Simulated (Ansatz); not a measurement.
Take Al₂O₃ in the corundum structure (space group R-3c, No. 167; a = 4.773 Å, c = 13.013 Å (hexagonal axes)) as the base.

Method: PBEsol (Ansatz, a quantum-chemistry and plane-wave program), no spin-orbit coupling, earlier PAW set.

Before the change:

| Property | Result |
|---|---|
| Valence-band top at Γ | 0.00, -0.04, -0.04 eV |
| Band gap | 6.04 eV |
| Gap character | direct at Γ |
| Electron mass | 0.40 mₑ along c, 0.37 mₑ across (at Γ) |
| Shortest interatomic distance | 186.1 pm |

It is then changed as follows: hydrostatic tension (pressure −2 GPa).

Q: What does the calculation give for the valence-band top at Γ after the change?

A: The valence-band top at Γ (three highest levels, from the VBM) changes from 0.00, -0.04, -0.04 eV to 0.00, -0.03, -0.03 eV.

Q: Estimate the effect on the band gap.

A: The band gap decreases by 0.10 eV, from 6.04 eV to 5.94 eV.

Q: Predict the new gap character.

A: The gap character is still direct at Γ.

Q: What happens to the electron mass?

A: The electron mass becomes 0.39 mₑ along c, 0.37 mₑ across (at Γ) (base: 0.40 mₑ along c, 0.37 mₑ across (at Γ)).

Q: What happens to the shortest interatomic distance?

A: The shortest interatomic distance grows by 0.53 pm, from 186.1 pm to 186.7 pm.

Load acts through the strain it causes; cell and atoms are relaxed under it. Effective masses come from finite differences of ±0.01 Å⁻¹. Whether these cells are dynamically stable was not tested.
